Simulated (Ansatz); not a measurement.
Amorphous Si₃₂O₃₂, 64 atoms at 2.17 g/cm³, one PBE-relaxed geometry, zone centre. Methods: PBE, scalar-relativistic without spin-orbit coupling (Ansatz, a program for electronic structure); r2SCAN, scalar-relativistic without spin-orbit coupling (Ansatz); HSE06, scalar-relativistic without spin-orbit coupling (Ansatz). Plane waves to 420 eV (r2SCAN 500 eV); exact exchange is cut at the cell's faces. The usual formal charges leave 64 electrons over, so the level spacing at the Fermi energy parts defect or band states and needn't be the band gap. The higher rungs were started with moments on some atoms, which died out.

Preparation: random packing, a CHGNet melt and quench, and a DFT relaxation. O atoms were pushed apart under 1.9 Å during the dynamics, to hinder bonds among them. The hot cell started wider than the set density and was brought back towards it in steps. It is the lowest in DFT energy of 2 quenches. It is a model cell: composition and starting density were chosen by hand, and all elements were melted together. No dispersion term was used. Its density started from a set value of 2.17 and ended at 2.17 g/cm³. The quench (nominally 290 K/ps over its main leg) was far faster than any real one, so the model tends to hold more defects than a real film. Values belong to this one cell and scatter from quench to quench. The volume was held where the preparation left it, at a PBE pressure of -1.0 GPa (tension). Stress components on the final sampling reach 2.5 GPa. On a 2×2×2 Γ-centred mesh force components of up to 0.19 eV/Å stay, since the relaxation ran on the zone centre alone.

The relaxation ran on the zone centre alone. At PBE the level spacing at the Fermi energy is 0.48 eV on a 2×2×2 Γ-centred mesh, and the spacing at the zone centre alone 0.60 eV.

What zone-centre spacing does r2SCAN give, roughly?

0.71 eV (+0.11 eV against PBE).

What zone-centre spacing does HSE06 give, roughly?

1.11 eV (+0.50 eV against PBE).

The highest filled and the lowest empty state spread over these numbers of atoms (participation numbers): PBE: 15.0 and 18.5; r2SCAN: 13.5 and 18.3; HSE06: 12.6 and 17.5.
